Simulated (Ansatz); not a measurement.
Mo on the Al site (Mo_Al) in corundum (start: the Al site; 120-site cell, 2×2×2 Γ-centred sampling). Method: PBE, PAW (plane waves to 420 eV; Ansatz, a program for electronic structure). Total energies of the localised charge states, counted from that of charge +2, and their image corrections (point charge with alignment); the host's valence-band maximum lies at 7.358 eV on the cells' energy zero and its gap is 5.85 eV.

| charge | moment (μB) | E − E(first) (eV) | correction (eV) |
|---|---|---|---|
| +2 | 1.0 | 0.000 | 1.086 |
| +1 | 2.0 | 9.706 | 0.382 |
| 0 | 3.0 | 20.070 | 0.000 |
| −1 | 2.0 | 32.828 | -0.007 |

Q: Derive the transition levels above the valence-band maximum and say which of them are thermodynamic.

A: A level is the Fermi energy at which two charges have equal formation energy: ε(q/q′) = [E(q′) + corr(q′) − E(q) − corr(q)] / (q − q′) − E_VBM.
ε(+2/+1) = [(9.706 + 0.382) − (0.000 + 1.086)] / 1 − 7.358 = 1.64 eV
ε(+1/0) = [(20.070 + 0.000) − (9.706 + 0.382)] / 1 − 7.358 = 2.62 eV
ε(0/−1) = [(32.828 + -0.007) − (20.070 + 0.000)] / 1 − 7.358 = 5.39 eV
Thermodynamic levels at least 0.1 eV inside the gap: (+2/+1) at 1.64 eV; (+1/0) at 2.62 eV; (0/−1) at 5.39 eV. Corrections reach 1.09 eV, so the outer levels may be off by several tenths of an eV. Charges with a result: +2, +1, 0, −1. Others weren't obtained, and one of them could lie lower, also by skipping a charge. Flagged in the runs: a host whose relaxation on this sampling wasn't shown to rest.
